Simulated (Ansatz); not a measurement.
TaC (model structure, started from the NiAs type, P6₃/mmc, No. 194, 4 atoms in the cell): properties by level of theory

```json
[
 {"level (code)": "PBE (Ansatz)", "lattice parameter a (Å)": "3.133", "lattice parameter c (Å)": "5.554"},
 {"level (code)": "PBEsol (Ansatz)", "lattice parameter a (Å)": "3.106", "lattice parameter c (Å)": "?"},
 {"level (code)": "PBE-D3(BJ) (Ansatz)", "lattice parameter a (Å)": "?", "lattice parameter c (Å)": "5.527"}
]
```

### Question
What belongs in the gaps?

### Answer

- PBEsol (Ansatz, an electronic-structure program), lattice parameter c (Å): 5.518
- PBE-D3(BJ) (Ansatz), lattice parameter a (Å): 3.109

Ansatz's density-functional and Hartree–Fock values are scalar-relativistic unless marked +SOC, with PAW data made under PBE.

A model structure was made by putting elements into a prototype or built by hand; it is no filed structure, need not be a known phase, and can be a saddle point held by its symmetry.
